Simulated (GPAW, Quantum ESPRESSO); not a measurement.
A GPAW input for a self-consistent single point of LiMg3 (P6_3/mmc, 8 atoms in the cell) (DFT LDA (Perdew-Wang 92), plane waves, GPAW PAW datasets LDA (gpaw-data 1.0.1)):

```python
from ase import Atoms
from ase.units import GPa
from gpaw import GPAW, PW, FermiDirac

atoms = Atoms(['Li', 'Li', 'Mg', 'Mg', 'Mg', 'Mg', 'Mg', 'Mg'],
              cell=[[6.271040, 0.000000, 0.000000],
                    [-3.135520, 5.430880, 0.000000],
                    [0.000000, 0.000000, 5.064950]],
              scaled_positions=[[0.666667, 0.333333, 0.750000],
                                [0.333333, 0.666667, 0.250000],
                                [0.167375, 0.334750, 0.750000],
                                [0.832625, 0.665250, 0.250000],
                                [0.832625, 0.167375, 0.250000],
                                [0.167375, 0.832625, 0.750000],
                                [0.665250, 0.832625, 0.750000],
                                [0.334750, 0.167375, 0.250000]],
              pbc=True)

calc = GPAW(mode=PW(850),
            xc='LDA',
            kpts=(5, 5, 5),
            occupations=FermiDirac(0.136),
            nbands=-16,
            convergence={'density': 1e-05, 'energy': 1e-05},
            symmetry={'symmorphic': False, 'tolerance': 0.0005},
            maxiter=150,
            txt='-')

atoms.calc = calc

energy = atoms.get_potential_energy()
print('Energy (eV):', round(energy, 6))
forces = atoms.get_forces()
print('Forces (eV/Ang):')
print(forces.round(5))
stress = atoms.get_stress()
print('Stress (GPa, Voigt):', (stress / GPa).round(4))
```

**Question.** Translate this input to Quantum ESPRESSO.

**Answer.** This is the input that was run; spellings and numerical settings could be chosen otherwise.

```fortran
&CONTROL
 calculation = 'scf'
 prefix = 'LiMg3'
 outdir = './work'
 pseudo_dir = './'
 tprnfor = .true.
 tstress = .true.
/
&SYSTEM
 ibrav = 0
 nat = 8
 ntyp = 2
 ecutwfc = 40
 ecutrho = 200
 occupations = 'smearing'
 smearing = 'fermi-dirac'
 degauss = 0.0099958
/
&ELECTRONS
 conv_thr = 1.0e-11
/
ATOMIC_SPECIES
Li     6.9400  li_lda_v1.4.uspp.F.UPF
Mg    24.3050  mg_lda_v1.4.uspp.F.UPF
ATOMIC_POSITIONS {crystal}
Li    0.666666667    0.333333333    0.750000000
Li    0.333333333    0.666666667    0.250000000
Mg    0.167375000    0.334750000    0.750000000
Mg    0.832625000    0.665250000    0.250000000
Mg    0.832625000    0.167375000    0.250000000
Mg    0.167375000    0.832625000    0.750000000
Mg    0.665250000    0.832625000    0.750000000
Mg    0.334750000    0.167375000    0.250000000
K_POINTS {automatic}
5 5 5  0 0 0
CELL_PARAMETERS {bohr}
  11.850548173     0.000000000     0.000000000
  -5.925274087    10.262875767     0.000000000
   0.000000000     0.000000000     9.571368335
```

Basis settings and potentials, where a program has them, do not carry over. This input uses DFT, LDA (PZ), plane waves, GBRV 1.5 ultrasoft (LDA) pseudopotentials. LDA parametrisations can differ slightly between programs.

The starting cell comes from a database of computed structures (which also holds hypothetical and non-ambient phases and stackings), without a prior relaxation at this level.
